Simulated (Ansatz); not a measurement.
## What uniaxial strain ε_zz = +1.00 % does to PtTe2

The parent structure is PtTe2 (space group P-3m1, No. 164; a = 4.009 Å, c = 4.960 Å; layered; relaxed with 0.1 eV smearing). Axes: x lies along a and z along c of the hexagonal cell.

It is then changed as follows: uniaxial strain ε_zz = +1.00 %, all other strain components held at zero; the atoms relax in the strained cell.

The values are results of PBEsol-D3(BJ) (Ansatz, a quantum-chemistry and plane-wave program), spin-orbit coupling left out, not measurements. k-mesh 17×17×12 (Γ-centred); smearing 0.1 eV (Fermi–Dirac).

- Energy relative to the base (free energy F): +0.7 meV/atom
- Band gap: zero (base zero)
- Stress (xx, yy, zz, yz, xz, xy; compression positive): (-0.6, -0.6, -0.9, 0.0, 0.0, 0.0) GPa

Stability against distortions was not tested. The final runs are not spin-polarised.
